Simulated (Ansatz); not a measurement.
A computed series for GaN: response to strain

Take GaN in the wurtzite structure (space group P6_3mc, No. 186; a = 3.1831 Å, c = 5.1836 Å) as the base. Axes: x lies along a and z along c of the hexagonal cell.

Strains are applied to the cell and any free atomic positions relax; under biaxial strain the out-of-plane vector relaxes too.

Method: r2SCAN/PAW in Ansatz (a first-principles code), without spin-orbit coupling.

| case | band gap | volume per atom | electron mass |
|---|---|---|---|
| base | 2.35 eV | 11.37 Å³ | 0.17 mₑ along c, 0.19 mₑ across (at Γ) |
| biaxial strain −3.95 %, plane normal [001], relaxed out of plane | [?] | 10.69 Å³ | 0.16 mₑ out of plane, 0.22 mₑ in plane (at Γ) |
| biaxial strain −0.28 %, plane normal [001], relaxed out of plane | 2.36 eV | 11.32 Å³ | 0.17 mₑ out of plane, 0.19 mₑ in plane (at Γ) |
| isotropic strain +3.14 % | 1.71 eV | 12.48 Å³ | 0.13 mₑ along c, 0.14 mₑ across (at Γ) |
| tensor shear ε_xy = −3.59 % | [?] | 11.36 Å³ | – |

**Question.** What belongs in the blanks?

**Answer.** 
- biaxial strain −3.95 %, plane normal [001], relaxed out of plane, band gap: 2.42 eV
- tensor shear ε_xy = −3.59 %, band gap: 2.10 eV

Masses are band curvatures over ±0.01 Å⁻¹ around the edge. Semilocal Kohn–Sham gaps tend to fall short of experiment. Whether these cells are dynamically stable was not tested.
